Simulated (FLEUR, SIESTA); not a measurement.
SIESTA against FLEUR: the gap on the mesh of tetrahedral semiconductors

PBE single points on the same cell and mesh in two programs: FLEUR (all-electron FLAPW, scalar-relativistic) and SIESTA (numerical atomic orbitals DZP, PseudoDojo PBE standard norm-conserving potentials (rewritten from UPF to PSML)), each at the cutoffs shown, which weren't converged row by row, so neither column is a reference. The number in brackets is the space group.

Here x stands for gap on the mesh, FLEUR and y for gap on the mesh, SIESTA.

```csv
crystal,"gap on the mesh, FLEUR (eV)","gap on the mesh, SIESTA (eV)",cell as run (Å³/atom),k mesh,cutoffs
CdSe (186),0.640,0.862,28.64,5×5×3,Kmax 4.3 1/bohr / grid 4082 eV
ZnO (186),0.829,?,11.85,6×6×4,Kmax 4.7 1/bohr / grid 5442 eV
ZnSe (216),1.350,1.557,22.43,10×10×10,Kmax 3.8 1/bohr / grid 4762 eV
ZnS (216),2.095,2.420,19.79,7×7×7,Kmax 4 1/bohr / grid 4762 eV
SiC (186),2.273,2.264,10.32,6×6×4,Kmax 4.5 1/bohr / grid 4082 eV
AlN (186),4.014,4.101,10.70,12×12×7,Kmax 4.6 1/bohr / grid 4762 eV
```

**Question.** Using a straight line, estimate the missing y at x = 0.829 from the other rows, showing the fit.

**Answer.** With u = x - 2.1, the rows have u = -1.4600, -0.7500, -0.0050, 0.1730, 1.9140. Means: u -0.025600, y 2.2408. About the means, the sum of products is 6.0894 and the sum of squares of u is 6.3842; the slope is their ratio. Least squares gives y = 2.2652 + 0.95383·u. Residuals (row less fit): -0.0106, 0.0072, 0.1596, -0.1662, 0.0102; standard error 0.1334 (degrees of freedom: 3). Full agreement would be y = x; this line has slope 0.954 and stands 0.165 eV from it at x = 2.100. At the withheld row, u = -1.2710, so y = 2.2652 + 0.95383 × (-1.2710) = 1.053 eV. The calculation gives 1.168 eV, 0.115 eV above the prediction (3.6 % of the range of y in the table). The row lies between fitted rows. From the scatter of the fitted rows alone, a prediction at this place has a standard error of 0.1602 eV, so the miss is 0.7 times that.

Copying x would have missed this row by 0.339. The cells are not relaxed at this level: typed lattice constants and structures from a database of calculations, some with the lattice rescaled by up to 2.5 %. Spin-orbit coupling is off, which matters for the heavier members. Gaps are read on the mesh, which need not hold the band edges; crystals whose gap falls under 0.15 eV in either column are left out. FLEUR: values depend on the basis (sphere radii, cutoffs, local orbitals), which need not be converged. SIESTA: values carry the incompleteness of an atom-centred basis. The rows, and the inner row withheld, were drawn at random from non-magnetic crystals of this class with sound runs on fine meshes; tables whose line scatters by over 5 % of the range, or whose columns agree throughout, aren't shown.
